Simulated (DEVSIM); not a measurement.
abrupt Si p-n junction

Device: abrupt Si p-n junction, at 350 K.

```csv
layer (left to right),material,thickness (μm),Nd (cm⁻³),Na (cm⁻³),τn (s),τp (s)
1,Si,0.710,-,6.3e13,9.7e-5,9.7e-5
2,Si,0.940,3.3e17,-,9.7e-5,9.7e-5
```

Left contact: ohmic. Right contact: ohmic. Voltage is applied to the left contact. Recombination: SRH at mid-gap, radiative, Auger. Mobility is μmin + (μ − μmin)/(1 + (N/Nref)^α).

This is a model device: material constants are rounded textbook-type values typed into the input, and sizes, dopings and lifetimes were drawn at random. Values at 300 K; Nc and Nv go as T^1.5, mobilities as T to minus their exponent, the gap by Varshni's rule with the affinity fixed.

```csv
parameter,Si
gap (eV),1.124
affinity (eV),4.05
permittivity,11.7
Nc (cm⁻³),2.86e19
Nv (cm⁻³),3.1e19
μn (cm²/Vs),1417
μp (cm²/Vs),470
"μn,min",52
"μp,min",45
"Nref,n",9.7e16
"Nref,p",2.2e17
αn,0.68
αp,0.72
T exponent of μn,2.3
T exponent of μp,2.2
B (cm³/s),4.7e-15
Cn (cm⁶/s),2.8e-31
Cp (cm⁶/s),9.9e-32
Varshni α (eV/K),0.000473
Varshni β (K),636
```

DEVSIM, 1D drift-diffusion, Boltzmann statistics, complete ionisation; no tunnelling, impact ionisation, image-force lowering or self-heating.

```
Item                                                Value
---------------------------------------------  ----------
Potential step across the device at zero bias     0.567 V
Largest field in the device at zero bias       34000 V/cm
Dark forward voltage at 1 A/cm²                   0.206 V
Dark forward voltage at 100 A/cm²                 0.422 V
```

Dark forward current:

```tsv
V (V)	J (A/cm²)
0.05	0.0085
0.10	0.046
0.15	0.20
0.20	0.85
0.25	3.2
0.30	11
0.35	31
0.40	73
0.45	150
0.50	300
0.55	610
0.60	1200
0.65	2200
```

Dark reverse current:

```json
[
 {"V (V)": "-0.40", "J (A/cm²)": "-0.0044"},
 {"V (V)": "-1.00", "J (A/cm²)": "-0.0075"},
 {"V (V)": "-2.00", "J (A/cm²)": "-0.013"},
 {"V (V)": "-3.00", "J (A/cm²)": "-0.018"},
 {"V (V)": "-4.00", "J (A/cm²)": "-0.023"},
 {"V (V)": "-6.00", "J (A/cm²)": "-0.033"},
 {"V (V)": "-8.00", "J (A/cm²)": "-0.042"},
 {"V (V)": "-10.00", "J (A/cm²)": "-0.052"},
 {"V (V)": "-13.00", "J (A/cm²)": "-0.067"},
 {"V (V)": "-16.00", "J (A/cm²)": "-0.081"}
]
```
